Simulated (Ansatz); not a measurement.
**Where PBE holds and where it fails for CsCl-type AuZn (cubic form, which distorts at low temperature)**

Programs: Ansatz (a program for electronic structure).

```json
[
 {"property": "lattice constant a (Å)", "PBE": "3.186", "LDA": "3.096", "PBEsol": "3.129", "r²SCAN": "3.149", "reference": "–", "PBE less reference": "–"},
 {"property": "bulk modulus (GPa)", "PBE": "117", "LDA": "159", "PBEsol": "143", "r²SCAN": "135", "reference": "131*", "PBE less reference": "-10.7 %"},
 {"property": "cohesive energy (eV/atom)", "PBE": "2.29", "LDA": "3.33", "PBEsol": "2.88", "r²SCAN": "2.67", "reference": "–", "PBE less reference": "–"},
 {"property": "zone-centre TO phonon frequency (cm⁻¹)", "PBE": "128", "LDA": "148", "PBEsol": "144", "r²SCAN": "136", "reference": "–", "PBE less reference": "–"},
 {"property": "elastic constant C11 (GPa)", "PBE": "120", "LDA": "163", "PBEsol": "146", "r²SCAN": "138", "reference": "–", "PBE less reference": "–"},
 {"property": "elastic constant C44 (GPa)", "PBE": "43.9", "LDA": "58.7", "PBEsol": "56.1", "r²SCAN": "51.1", "reference": "–", "PBE less reference": "–"},
 {"property": "Voigt–Reuss–Hill shear modulus (GPa)", "PBE": "16.8", "LDA": "22.4", "PBEsol": "20.9", "r²SCAN": "18.5", "reference": "–", "PBE less reference": "–"},
 {"property": "enthalpy of formation (eV/atom)", "PBE": "-0.213", "LDA": "-0.225", "PBEsol": "-0.224", "r²SCAN": "-0.220", "reference": "-0.235 ± 0.04*", "PBE less reference": "+0.022 eV/atom"}
]
```

PBE is well off the measurement for the bulk modulus (-10.7 %).  In between, or not called against an uncorrected reference: formation enthalpy (+0.022 eV/atom). Where no measured value is used, PBE differs from r²SCAN by +1.17 % in the lattice constant a; from r²SCAN by -0.38 eV/atom in the cohesive energy; from r²SCAN by -5.9 % in the zone-centre TO phonon frequency; from r²SCAN by -13.0 % in the elastic constant C11; from r²SCAN by -14.1 % in the elastic constant C44; from r²SCAN by -9.2 % in the Voigt–Reuss–Hill shear modulus.

A star marks values at room or unstated temperature without corrections; heat and zero-point motion as a rule enlarge cells and lower moduli and gaps.

Called well off beyond 0.088 eV/atom for the formation enthalpy (bounds picked here from the quality of each reference); against an uncorrected reference the bulk modulus is called beyond 10 % where a correction would as a rule widen the miss, else beyond 20 %.

Free atoms are spin-polarised, in the lowest state found; at levels without +SOC their spin–orbit coupling is left out.

Spin–orbit coupling is left out, also for the solids with elements from indium on (CsCl-type AuZn); its size isn't shown.

Differences are worked out from the printed values.

The references are measured values: bulk modulus temperature unstated, formation enthalpy temperature unstated.

Unless a row names a cell, each level is at its own relaxed cell.

Caveats: symmetry holds this phase in the static calculation, where it need not be a minimum (PBE, LDA, PBEsol, r²SCAN). Ansatz's density-functional and Hartree–Fock values are scalar-relativistic unless marked +SOC, with PAW data made under PBE.

References as tabulated in Nepal et al. (2020), arXiv:2007.11150.
